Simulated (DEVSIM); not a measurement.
Structure: CdTe n+/n-/n+ resistor, at 300 K.

```csv
layer (left to right),material,thickness (μm),Nd (cm⁻³),τn (s),τp (s)
1,CdTe,0.430,3.2e17,2.6e-9,2.6e-9
2,CdTe,0.860,5.7e14,2.6e-9,2.6e-9
3,CdTe,0.150,2.4e17,2.6e-9,2.6e-9
```

Left contact: ohmic. Right contact: ohmic. Voltage is applied to the left contact. Recombination: SRH at mid-gap, radiative, Auger. Mobility is μmin + (μ − μmin)/(1 + (N/Nref)^α).

Constants are typed, rounded textbook-type inputs, not results; the design itself was drawn at random and stands for no fabricated device. Values at 300 K.

| parameter | CdTe |
|---|---|
| gap (eV) | 1.5 |
| affinity (eV) | 4.28 |
| permittivity | 10.2 |
| Nc (cm⁻³) | 8e17 |
| Nv (cm⁻³) | 1.8e19 |
| μn (cm²/Vs) | 1000 |
| μp (cm²/Vs) | 80 |
| μn,min | 100 |
| μp,min | 10 |
| Nref,n | 1e17 |
| Nref,p | 1e17 |
| αn | 0.6 |
| αp | 0.6 |
| B (cm³/s) | 1e-10 |
| Cn (cm⁶/s) | 1e-30 |
| Cp (cm⁶/s) | 1e-30 |

DEVSIM, 1D drift-diffusion, Boltzmann statistics, complete ionisation; no tunnelling, impact ionisation, image-force lowering or self-heating.

Q: Tabulate band edges, carrier densities and field at zero bias.

A: Energies count from the Fermi level of the right contact; mesh points crowd at the junctions.

```json
[
 {"x (μm)": "0.000", "Ec (eV)": "0.024", "Ev (eV)": "-1.476", "n (cm⁻³)": "3.2e17", "p (cm⁻³)": "< 1e2", "field (V/cm)": "≈ 0"},
 {"x (μm)": "0.01956", "Ec (eV)": "0.024", "Ev (eV)": "-1.476", "n (cm⁻³)": "3.2e17", "p (cm⁻³)": "< 1e2", "field (V/cm)": "≈ 0"},
 {"x (μm)": "0.05616", "Ec (eV)": "0.024", "Ev (eV)": "-1.476", "n (cm⁻³)": "3.2e17", "p (cm⁻³)": "< 1e2", "field (V/cm)": "≈ 0"},
 {"x (μm)": "0.1162", "Ec (eV)": "0.024", "Ev (eV)": "-1.476", "n (cm⁻³)": "3.2e17", "p (cm⁻³)": "< 1e2", "field (V/cm)": "≈ 0"},
 {"x (μm)": "0.2622", "Ec (eV)": "0.024", "Ev (eV)": "-1.476", "n (cm⁻³)": "3.2e17", "p (cm⁻³)": "< 1e2", "field (V/cm)": "≈ 0"},
 {"x (μm)": "0.3479", "Ec (eV)": "0.024", "Ev (eV)": "-1.476", "n (cm⁻³)": "3.2e17", "p (cm⁻³)": "< 1e2", "field (V/cm)": "≈ 0"},
 {"x (μm)": "0.3936", "Ec (eV)": "0.024", "Ev (eV)": "-1.476", "n (cm⁻³)": "3.2e17", "p (cm⁻³)": "< 1e2", "field (V/cm)": "220"},
 {"x (μm)": "0.4274", "Ec (eV)": "0.043", "Ev (eV)": "-1.457", "n (cm⁻³)": "1.5e17", "p (cm⁻³)": "< 1e2", "field (V/cm)": "25000"},
 {"x (μm)": "0.4450", "Ec (eV)": "0.084", "Ev (eV)": "-1.416", "n (cm⁻³)": "3.2e16", "p (cm⁻³)": "< 1e2", "field (V/cm)": "16000"},
 {"x (μm)": "0.4794", "Ec (eV)": "0.120", "Ev (eV)": "-1.380", "n (cm⁻³)": "7.7e15", "p (cm⁻³)": "< 1e2", "field (V/cm)": "7200"},
 {"x (μm)": "0.5379", "Ec (eV)": "0.148", "Ev (eV)": "-1.352", "n (cm⁻³)": "2.6e15", "p (cm⁻³)": "< 1e2", "field (V/cm)": "3200"},
 {"x (μm)": "0.7038", "Ec (eV)": "0.175", "Ev (eV)": "-1.325", "n (cm⁻³)": "9.3e14", "p (cm⁻³)": "< 1e2", "field (V/cm)": "690"},
 {"x (μm)": "0.9250", "Ec (eV)": "0.179", "Ev (eV)": "-1.321", "n (cm⁻³)": "7.9e14", "p (cm⁻³)": "< 1e2", "field (V/cm)": "-240"},
 {"x (μm)": "1.105", "Ec (eV)": "0.166", "Ev (eV)": "-1.334", "n (cm⁻³)": "1.3e15", "p (cm⁻³)": "< 1e2", "field (V/cm)": "-1500"},
 {"x (μm)": "1.218", "Ec (eV)": "0.135", "Ev (eV)": "-1.365", "n (cm⁻³)": "4.4e15", "p (cm⁻³)": "< 1e2", "field (V/cm)": "-4900"},
 {"x (μm)": "1.263", "Ec (eV)": "0.102", "Ev (eV)": "-1.398", "n (cm⁻³)": "1.5e16", "p (cm⁻³)": "< 1e2", "field (V/cm)": "-11000"},
 {"x (μm)": "1.286", "Ec (eV)": "0.066", "Ev (eV)": "-1.434", "n (cm⁻³)": "6.2e16", "p (cm⁻³)": "< 1e2", "field (V/cm)": "-23000"},
 {"x (μm)": "1.304", "Ec (eV)": "0.036", "Ev (eV)": "-1.464", "n (cm⁻³)": "2.0e17", "p (cm⁻³)": "< 1e2", "field (V/cm)": "-5700"},
 {"x (μm)": "1.341", "Ec (eV)": "0.031", "Ev (eV)": "-1.469", "n (cm⁻³)": "2.4e17", "p (cm⁻³)": "< 1e2", "field (V/cm)": "-57"},
 {"x (μm)": "1.382", "Ec (eV)": "0.031", "Ev (eV)": "-1.469", "n (cm⁻³)": "2.4e17", "p (cm⁻³)": "< 1e2", "field (V/cm)": "≈ 0"},
 {"x (μm)": "1.414", "Ec (eV)": "0.031", "Ev (eV)": "-1.469", "n (cm⁻³)": "2.4e17", "p (cm⁻³)": "< 1e2", "field (V/cm)": "≈ 0"},
 {"x (μm)": "1.440", "Ec (eV)": "0.031", "Ev (eV)": "-1.469", "n (cm⁻³)": "2.4e17", "p (cm⁻³)": "< 1e2", "field (V/cm)": "≈ 0"}
]
```
